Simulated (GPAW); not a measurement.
Input and output of a self-consistent single point for CrFe3 (Pm-3m, 4 atoms in the cell) (GPAW)

Level of theory: LDA (Perdew-Wang 92), GPAW PAW datasets LDA (gpaw-data 1.0.1) (plane waves; GPAW 25.7.0).

The input file:

```python
from ase import Atoms
from ase.units import GPa
from gpaw import GPAW, PW, FermiDirac

atoms = Atoms(['Cr', 'Fe', 'Fe', 'Fe'],
              cell=[[3.478850, 0.000000, 0.000000],
                    [0.000000, 3.478850, 0.000000],
                    [0.000000, 0.000000, 3.478850]],
              scaled_positions=[[0.000000, 0.000000, 0.000000],
                                [0.000000, 0.500000, 0.500000],
                                [0.500000, 0.000000, 0.500000],
                                [0.500000, 0.500000, 0.000000]],
              pbc=True)

atoms.set_initial_magnetic_moments([3.0, 4.0, 4.0, 4.0])

calc = GPAW(spinpol=True,
            mode=PW(800),
            xc='LDA',
            kpts=(9, 9, 9),
            occupations=FermiDirac(0.1),
            nbands=-8,
            convergence={'density': 1e-05},
            symmetry={'symmorphic': False, 'tolerance': 0.0005},
            maxiter=100,
            txt='-')

atoms.calc = calc

energy = atoms.get_potential_energy()
print('Energy (eV):', round(energy, 6))
forces = atoms.get_forces()
print('Forces (eV/Ang):')
print(forces.round(5))
stress = atoms.get_stress()
print('Stress (GPa, Voigt):', (stress / GPa).round(4))
```

The program printed (abridged):

```
Input parameters:
  convergence: {density: 1e-05}
  kpts: [9 9 9]
  maxiter: 100
  mode: {ecut: 800.0,
         name: pw}
  nbands: -8
  occupations: {fixmagmom: False,
                name: fermi-dirac,
                width: 0.1}
  spinpol: True
  symmetry: {symmorphic: False,
             tolerance: 0.0005}

species:
  Cr:
    name: Chromium
    Z: 24.0
    valence: 6
    core: 18
    charge: 0.0
    file: Cr.LDA.gz

    # Using partial waves for Cr as LCAO basis

  Fe:
    name: Iron
    Z: 26.0
    valence: 8
    core: 18
    charge: 0.0
    file: Fe.LDA.gz

    # Using partial waves for Fe as LCAO basis

Reference energy: -132200.501473  # eV

Spin-polarized calculation.
Initial magnetic moment: 15.000000

Convergence criteria:
 Maximum [total energy] change in last 3 cyles: 0.0005 eV / valence electron
 Maximum integral of absolute [dens]ity change: 1e-05 electrons / valence electron
 Maximum integral of absolute [eigenst]ate change: 4e-08 eV^2 / valence electron
 Maximum number of scf [iter]ations: 100

Symmetries present (total): 48
Symmetries with fractional translations: 0
729 k-points: 9 x 9 x 9 Monkhorst-Pack grid
35 k-points in the irreducible part of the Brillouin zone
       k-points in crystal coordinates                weights
   0:     0.00000000    0.00000000    0.00000000          1/729
   1:     0.11111111    0.00000000    0.00000000          6/729
   2:     0.11111111    0.11111111    0.00000000         12/729
   [... 7 lines left out ...]
          ...
  34:     0.44444444    0.44444444    0.44444444          8/729

Wave functions: Plane wave expansion
  Cutoff energy: 800.000 eV
  Number of coefficients (min, max): 2109, 2206
  Pulay-stress correction: 0.000000 eV/Ang^3 (de/decut=0.000000)

Occupation numbers: Fermi-Dirac:
  width: 0.1000  # eV

Eigensolver

Densities:
  Coarse grid: 24*24*24 grid
  Fine grid: 48*48*48 grid
  Total Charge: 0.000000

Density mixing:
  Method: difference
  Backend: pulay
  Linear mixing parameter: 0.05
  old densities: 5
  Damping of long wavelength oscillations: 50

Hamiltonian:
  XC and Coulomb potentials evaluated on a 48*48*48 grid
  External potential:
    NoExternalPotential

Number of atoms: 4
Number of atomic orbitals: 36
Number of bands in calculation: 30
Number of valence electrons: 30
Bands to converge: occupied

Density initialized from atomic densities
  30 bands from LCAO basis set

Atomic positions and initial magnetic moments

Positions:
   0 Cr     0.000000    0.000000    0.000000    ( 0.0000,  0.0000,  3.0000)
   1 Fe     0.000000    1.739425    1.739425    ( 0.0000,  0.0000,  4.0000)
   2 Fe     1.739425    0.000000    1.739425    ( 0.0000,  0.0000,  4.0000)
   3 Fe     1.739425    1.739425    0.000000    ( 0.0000,  0.0000,  4.0000)

Unit cell:
           periodic     x           y           z      points  spacing
  1. axis:    yes    3.478850    0.000000    0.000000    24     0.1450
  2. axis:    yes    0.000000    3.478850    0.000000    24     0.1450
  3. axis:    yes    0.000000    0.000000    3.478850    24     0.1450

  Lengths:   3.478850   3.478850   3.478850
  Angles:   90.000000  90.000000  90.000000

Effective grid spacing dv^(1/3) = 0.1450

     iter     time        total  log10-change:  magmom
                         energy   eigst   dens
iter:   1 --:--:--   -37.773147                   +15.0152
iter:   2 --:--:--   -39.368843   -0.57  -1.34    +10.9666
iter:   3 --:--:--   -41.679715   -1.25  -1.38    +2.3914
iter:   4 --:--:--   -41.778620   -1.70  -1.33    +2.9681
iter:   5 --:--:--   -41.257136   -1.33  -1.32    +2.4179
iter:   6 --:--:--   -41.549523   -0.84  -1.58    +1.8679
iter:   7 --:--:--   -41.298603   -2.26  -1.51    +1.7198
iter:   8 --:--:--   -41.263855   -2.19  -1.66    +1.6764
iter:   9 --:--:--   -41.305395   -2.21  -1.78    +1.7077
iter:  10 --:--:--   -41.212869   -1.66  -1.76    +1.7014
iter:  11 --:--:--   -41.213907   -2.78  -2.34    +1.6756
iter:  12 --:--:--   -41.215337c  -2.70  -2.35    +1.6602
iter:  13 --:--:--   -41.213023c  -3.12  -2.37    +1.6524
iter:  14 --:--:--   -41.211422c  -3.05  -2.49    +1.6394
iter:  15 --:--:--   -41.211263c  -3.62  -2.73    +1.6383
iter:  16 --:--:--   -41.210967c  -4.10  -3.03    +1.6304
iter:  17 --:--:--   -41.211004c  -4.46  -3.54    +1.6322
   [... 14 lines left out ...]
iter:  32 --:--:--   -41.210330c  -6.38  -4.08    +1.5752
iter:  33 --:--:--   -41.210334c  -7.20  -4.12    +1.5756
iter:  34 --:--:--   -41.210335c  -7.38  -4.17    +1.5763
iter:  35 --:--:--   -41.210338c  -7.30  -4.22    +1.5762
iter:  36 --:--:--   -41.210342c  -7.23  -4.32    +1.5763
iter:  37 --:--:--   -41.210345c  -7.52c -4.57    +1.5764
iter:  38 --:--:--   -41.210343c  -7.81c -4.80    +1.5764
iter:  39 --:--:--   -41.210342c  -8.25c -5.00    +1.5765
iter:  40 --:--:--   -41.210343c  -8.50c -5.04c   +1.5766

Converged after 40 iterations.

Dipole moment: (-0.000000, -0.000000, -0.000000) |e|*Ang

Total magnetic moment: (0.000000, 0.000000, 1.576564)
Local magnetic moments:
   0 Cr ( 0.000000,  0.000000, -0.844588)
   1 Fe ( 0.000000,  0.000000,  0.812308)
   2 Fe ( 0.000000,  0.000000,  0.812308)
   3 Fe ( 0.000000,  0.000000,  0.812308)

Energy contributions relative to reference atoms: (reference = -132200.501473)

Kinetic:         -5.752699
Potential:       +1.121354
External:        +0.000000
XC:             -36.967399
Entropy (-ST):   -0.156222
Local:           +0.466513
SIC:             +0.000000
--------------------------
Free energy:    -41.288454
Extrapolated:   -41.210343

Spin contamination: 0.918030 electrons
Showing only first 2 kpts
                      Up                     Down
 Kpt  Band  Eigenvalues  Occupancy  Eigenvalues  Occupancy
  0    13     12.06530    0.00008     12.77260    0.00000
  0    14     12.06530    0.00008     12.77260    0.00000
  0    15     12.06530    0.00008     12.77260    0.00000
  0    16     12.72229    0.00000     12.83679    0.00000

  1    13     11.65962    0.00459     12.19153    0.00002
  1    14     11.65962    0.00459     12.44605    0.00000
  1    15     12.06548    0.00008     12.71587    0.00000
  1    16     12.57568    0.00000     12.77117    0.00000

Fermi level: 11.12159

No gap
No difference between direct/indirect transitions
Energy (eV): -41.210343

Forces in eV/Ang:
  0 Cr    0.00000    0.00000    0.00000
  1 Fe    0.00000    0.00000    0.00000
  2 Fe    0.00000    0.00000    0.00000
  3 Fe    0.00000    0.00000    0.00000

Stress tensor:
     0.082888    -0.000000     0.000000
    -0.000000     0.082888     0.000000
     0.000000     0.000000     0.082888
Stress (GPa, Voigt): [13.2802 13.2802 13.2802  0.      0.     -0.    ]
```

The run converged in 40 iterations. GPAW prints stress with tension positive.

The starting cell comes from a database of computed structures (which also holds hypothetical and non-ambient phases and stackings), without a prior relaxation at this level. Its lattice was rescaled by a random factor within 2.5 % of one. The moments shrank to a small part of their start, a low-spin state that need not be the lowest. With a pressure of about -13 GPa the cell is away from its equilibrium volume at this level.

Cost on one core of a shared machine: roughly 2 min.
